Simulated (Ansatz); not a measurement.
CsPbCl3 (within 0.1 Å of Pm-3m, No. 221, 5 atoms in the cell; start mp-675022) was calculated with LDA in Ansatz (PAW).

Numerical settings: plane-wave cutoff 520 eV, 6×6×6 k mesh, Fermi–Dirac smearing 0.01 eV, scalar-relativistic PAW data made under PBE.

Cell (relaxed with PBEsol):

```yaml
crystal:
  lattice:
    - [3.97318, 2.29392, 3.24377]
    - [-3.97318, 2.29392, 3.24377]
    - [0.00000, -4.58784, 3.24377]
  atoms:
    - { symbol: Cs, position: [0.50000, 0.50000, 0.50000] }
    - { symbol: Pb, position: [0.00000, 0.00000, 0.00000] }
    - { symbol: Cl, position: [0.50000, 0.00017, 0.99983] }
    - { symbol: Cl, position: [0.99983, 0.50000, 0.00017] }
    - { symbol: Cl, position: [0.00017, 0.99983, 0.50000] }
```

### Question
What does this level give for the band gap and Γ–Γ gap?

### Answer

* **band gap**: 1.77 eV
* **Γ–Γ gap**: 5.45 eV

Note: cell and atoms aren't relaxed at this level (pressure -1.4 GPa).

Spin–orbit coupling is not included; with these elements it can move the gap by several tenths of an eV or more.

Computed values are for the static lattice.

It cost around 40 core-seconds (rough) of CPU time.

A start named mp-… is a Materials Project structure, which need not be a measured phase.

Ansatz is a program for electronic structure.
